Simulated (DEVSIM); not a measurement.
System: illuminated Ge n-on-p cell, one wavelength, with a back-surface field, at 300 K.

Layer 1 from the left is Ge, thickness (μm) 0.140, Nd (cm⁻³) 9e17, τn (s) 7.2e-7, τp (s) 1.1e-6, absorption coefficient (cm⁻¹) 2000. Layer 2 from the left is Ge, thickness (μm) 30.0, Na (cm⁻³) 8.4e15, τn (s) 9e-6, τp (s) 9e-6, absorption coefficient (cm⁻¹) 2000. Layer 3 from the left is Ge, thickness (μm) 0.370, Na (cm⁻³) 2.3e18, τn (s) 9e-6, τp (s) 9e-6, absorption coefficient (cm⁻¹) 2000.

Left contact: ohmic, minority hole recombination velocity 20 cm/s. Right contact: ohmic, minority electron recombination velocity 30000 cm/s. Voltage is applied to the left contact. Recombination: SRH at mid-gap, radiative, Auger. Light enters at the left, 6.6e16 photons cm⁻² s⁻¹, one pass, no reflection. Mobility is μmin + (μ − μmin)/(1 + (N/Nref)^α).

Constants are typed, rounded textbook-type inputs, not results; the design itself was drawn at random and stands for no fabricated device. Values at 300 K.

Ge: gap (eV) 0.664, affinity (eV) 4, permittivity 16, Nc (cm⁻³) 1.04e19, Nv (cm⁻³) 6e18, μn (cm²/Vs) 3900, μp (cm²/Vs) 1900, μn,min 150, μp,min 100, Nref,n 2.6e17, Nref,p 4e17, αn 0.56, αp 0.6, B (cm³/s) 6.4e-14, Cn (cm⁶/s) 1e-31, Cp (cm⁶/s) 1e-31.

Model (solved in DEVSIM): 1D drift-diffusion, Boltzmann statistics, complete ionisation; no tunnelling, impact ionisation, image-force lowering or self-heating.

Task: What does the simulation give for the dark forward voltage at 1 A/cm², the potential step across the device at zero bias?

Result: dark forward voltage at 1 A/cm² 0.346 V; potential step across the device at zero bias 0.576 V.
